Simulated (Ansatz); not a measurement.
Relaxation of the outer planes of the (100) surface of bcc W in its 1x1 cell (the real clean face reconstructs), outermost plane spacing 1.59 Å in the ideal cut.

Computed with PBE (plane waves to 420 eV, PAW; Ansatz, a quantum-chemistry and plane-wave program).

Slab: 11 atoms, 15.9 Å thick at the start; k 12x12x1, smearing 0.1 eV, dipole-corrected; all atoms relaxed; symmetry of the start imposed; no spin, no spin-orbit, no U.

```
plane  atoms  bulk spacing to the next (Å)  relaxed spacing (Å)  change (%)  rumpling (Å)
-----  -----  ----------------------------  -------------------  ----------  ------------
1          W                         1.592                1.404       -11.8          0.00
2          W                         1.592                1.636         2.8          0.00
```
